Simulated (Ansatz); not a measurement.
The starting structures come from a database of crystals and need not be the phases stable at ambient conditions.

By PBEsol, the system below comes out a metal.

A figure of merit of an interconnect metal is its ballistic conductance per area.

Here is the system:

```xyz
6
Lattice="3.2543 0.0000 0.0000 1.6272 4.3238 0.0000 1.6272 -0.5862 6.5227" Properties=species:S:1:pos:R:3 pbc="T T T"
P      1.6272     3.2220     0.1631
P      4.8815     0.5156     6.3596
P      4.8815     3.1041     3.9111
P      1.6272     0.6335     2.6116
W      3.2543     2.4613     1.9110
W      3.2543     1.2763     4.6117
```

Space group of this cell: C2/m. The cell is strained (lengths across the current scaled by 1.02, ions clamped); by PBEsol its mean pressure is -10.3 GPa.

The current flows along the normal of the first two printed cell vectors. No spin-orbit coupling; the value is a mean over 0.1 eV about the Fermi level.

Task: State the ballistic conductance per area according to PBEsol in Ansatz (a first-principles code).

Result: 0.42 × 10¹⁵ S/m² for both spins.
